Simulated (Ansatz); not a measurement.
Response to strain in BN

Consider BN (space group P6_3/mmc, No. 194; layered, stacked along the Cartesian z axis).

```xyz
4
Lattice="2.5005 0.0000 0.0000 -1.2502 2.1655 0.0000 0.0000 0.0000 6.4117" Properties=species:S:1:pos:R:3 pbc="T T T"
B      1.2502     0.7218     1.6029
B      0.0000     1.4436     4.8088
N      0.0000     1.4436     1.6029
N      1.2502     0.7218     4.8088
```

Strains are applied to the cell and any free atomic positions relax.

Method: Ansatz (an electronic-structure program), PBEsol-D3(BJ), PAW, cutoff 420 eV, without spin-orbit coupling.

Candidates:
(a) isotropic strain +0.60 %
(b) isotropic strain +2.40 %
(c) isotropic strain +1.20 %
(d) isotropic strain +3.00 %

Base values:

The smallest direct gap is 4.49 eV.

### Question
Order them by smallest direct gap, highest first.

### Answer
(a) isotropic strain +0.60 % (4.46 eV), (c) isotropic strain +1.20 % (4.44 eV), (b) isotropic strain +2.40 % (4.39 eV), (d) isotropic strain +3.00 % (4.37 eV)

Stability against distortions was not tested.
